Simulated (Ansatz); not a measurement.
Results of HSE06 (plane waves, PAW; Ansatz, a first-principles code) for 1T (CdI2-type) MgI2.

Settings: plane-wave cutoff 460 eV, 9×9×4 k mesh (along the axes of the cell as run), Fermi–Dirac smearing 0.01 eV, scalar-relativistic PAW data made under PBE.

Cell (measured lattice):

```yaml
crystal:
  lattice:
    - [-2.07685, -3.59721, 0.00000]
    - [-2.07685, 3.59721, 0.00000]
    - [0.00000, 0.00000, -6.86200]
  atoms:
    - { symbol: Mg, position: [0.00000, 0.00000, 0.00000] }
    - { symbol: I, position: [0.33333, 0.66667, 0.24237] }
    - { symbol: I, position: [0.66667, 0.33333, 0.75763] }
```

What does this level give for the band gap and smallest direct gap on the k points sampled?


- band gap: 4.45 eV
- smallest direct gap on the k points sampled: 4.73 eV

Note: cell and atoms aren't relaxed at this level (largest force component 0.08 eV/Å, pressure 0.6 GPa).

Spin–orbit coupling is not included; with these elements it can move the gap by several tenths of an eV or more.

Static lattice: no zero-point or thermal effects.
